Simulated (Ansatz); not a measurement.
Density of states of Pt₃In (Pm-3m) near the Fermi level, PBEsol, rigid bands (Ansatz, a program for electronic structure).

(E − E_F (eV), states/eV/cell): (-1.95, 7.29); (-1.85, 11.3); (-1.75, 9.47); (-1.65, 9.35); (-1.55, 6.26); (-1.45, 5.37); (-1.35, 7.08); (-1.25, 5.57); (-1.15, 4.91); (-1.05, 4.30); (-0.95, 3.88); (-0.85, 3.86); (-0.75, 4.17); (-0.65, 3.77); (-0.55, 3.93); (-0.45, 2.77); (-0.35, 2.65); (-0.25, 2.88); (-0.15, 3.47); (-0.05, 3.37); (0.05, 3.14); (0.15, 2.47); (0.25, 1.97); (0.35, 1.52); (0.45, 1.23); (0.55, 0.35); (0.65, 0.24); (0.75, 0.28); (0.85, 0.33); (0.95, 0.39); (1.05, 0.48); (1.15, 0.59); (1.25, 0.75); (1.35, 1.03); (1.45, 1.72); (1.55, 3.07); (1.65, 2.26); (1.75, 1.97); (1.85, 1.80); (1.95, 1.58)

With 4 atoms a cell, what bare Sommerfeld coefficient γ = (π²/3) k_B² N(E_F) follows?

N(E_F) ≈ 3.3 states/eV a cell at 300 K, so γ ≈ 1.93 mJ/(mol of atoms·K²), before many-body enhancement (phonons, spin fluctuations, correlation).

How far does the Fermi level move in a rigid band for 0.1 electron a cell added or removed?

31 meV and -30 meV.

A metal at this level (no band gap); rigid bands, thermally averaged at 300 K, both spins. Spin-orbit coupling is left out, which matters with elements this heavy. Geometry: cell and atoms relaxed with PBEsol.

Formula and space group known from diffraction (Crystallography Open Database), not checked to be the room-temperature form: Pt3In (Pm-3m).
